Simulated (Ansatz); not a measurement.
Response to strain in SrTiO3

Consider SrTiO$_{3}$ (space group I4/mcm, No. 140; a = 5.487 Å, c = 7.809 Å). Axes: x, y, z lie along a, b, c of the conventional cell.

Strains are applied to the cell and any free atomic positions relax; under stress the whole cell relaxes.

All numbers come from PBEsol, PAW, 420 eV (Ansatz, a first-principles code; no spin-orbit coupling).

Notes on the quantities. energy relative to the base: free energy F.

| variant | volume per atom | energy relative to the base | band gap |
|---|---|---|---|
| base | 11.76 Å³ | 0 meV/atom | 1.97 eV |
| isotropic strain +0.33 % | 11.87 Å³ | … | 1.94 eV |
| tensor shear ε_xy = −0.91 % | 11.76 Å³ | … | 1.94 eV |
| uniaxial stress, 0.5 GPa tension along x | 11.77 Å³ | 0.0 meV/atom | 1.96 eV |

Q: Complete the table.

A: 
- isotropic strain +0.33 %, energy relative to the base: +0.7 meV/atom
- tensor shear ε_xy = −0.91 %, energy relative to the base: +1.5 meV/atom

Stability under load was not tested beyond the relaxation. The final runs are not spin-polarised. This is not the structure that SrTiO3 has at room temperature and ambient pressure.
